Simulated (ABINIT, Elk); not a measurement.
An Elk input for a self-consistent single point of SrTiO3 (Pm-3m, 5 atoms in the cell) (DFT, PBE, all-electron FP-LAPW, Elk's shipped species files, APW+lo basis with extra local orbitals):

```
tasks
  0

xctype
  20

tforce
  .true.

rgkmax
  7.5

gmaxvr
  18.0

lmaxapw
  10

lmaxo
  8

nxlo
  2

lorbcnd
  .true.

lradstp
  2

nrmtscf
  2.0

rmtscf
  0.84

lmaxi
  4

stype
  3

swidth
  0.000734986

scale
  7.387277682

avec
    1.0000000000    0.0000000000    0.0000000000
    0.0000000000    1.0000000000    0.0000000000
    0.0000000000    0.0000000000    1.0000000000

sppath
  'species/'

atoms
  3   : nspecies
  'Sr.in'   : spfname
  1   : natoms; atposl, bfcmt below
  0.0000000000  0.0000000000  0.0000000000    0.0 0.0 0.0
  'Ti.in'   : spfname
  1   : natoms; atposl, bfcmt below
  0.5000000000  0.5000000000  0.5000000000    0.0 0.0 0.0
  'O.in'   : spfname
  3   : natoms; atposl, bfcmt below
  0.5000000000  0.0000000000  0.5000000000    0.0 0.0 0.0
  0.0000000000  0.5000000000  0.5000000000    0.0 0.0 0.0
  0.5000000000  0.5000000000  0.0000000000    0.0 0.0 0.0

ngridk
  6 6 6
```

Task: Write the same calculation as an input for ABINIT.

Result: This is the input that was run; spellings and numerical settings could be chosen otherwise.

```
# SrTiO3, JTH v2.0 PBE PAW
pp_dirpath "./"
pseudos "Sr.GGA_PBE-JTH.xml, Ti.GGA_PBE-JTH.xml, O.GGA_PBE-JTH.xml"
acell 3*1.0 Angstrom
rprim
         3.9091790000    0.0000000000    0.0000000000
         0.0000000000    3.9091790000    0.0000000000
         0.0000000000    0.0000000000    3.9091790000
natom 5
ntypat 3
znucl 38 22 8
typat 1 2 3 3 3
xcart
         0.0000000000    0.0000000000    0.0000000000
         3.6936388411    3.6936388411    3.6936388411
         3.6936388411    0.0000000000    3.6936388411
         0.0000000000    3.6936388411    3.6936388411
         3.6936388411    3.6936388411    0.0000000000
ecut 30
pawecutdg 60
pawovlp -1
pawxcdev 0
occopt 3
tsmear 0.00073499
nband 27
kptopt 1
ngkpt 6 6 6
nshiftk 1
shiftk 0 0 0
nstep 60
tolvrs 1.0e-11
prtwf 0
prtden 0
enunit 1
```

Basis settings and potentials, where a program has them, do not carry over. This input uses DFT, PBE, plane waves, PAW (JTH v2.0 PBE PAW). Both were run: gap on the mesh 1.890 eV in Elk and 1.874 in ABINIT.

On Elk: the starting cell has typed, rounded lattice constants, without a prior relaxation at this level. Its lattice was rescaled by a random factor within 2.5 % of one. For this run, on top of that: lattice scaled by 0.98. Values depend on the basis (sphere radii, cutoffs, local orbitals), which need not be converged.

On ABINIT: the starting cell has typed, rounded lattice constants, without a prior relaxation at this level. Its lattice was rescaled by a random factor within 2.5 % of one. For this run, on top of that: lattice scaled by 0.98. With a pressure of about 3 GPa the cell is away from its equilibrium volume at this level.
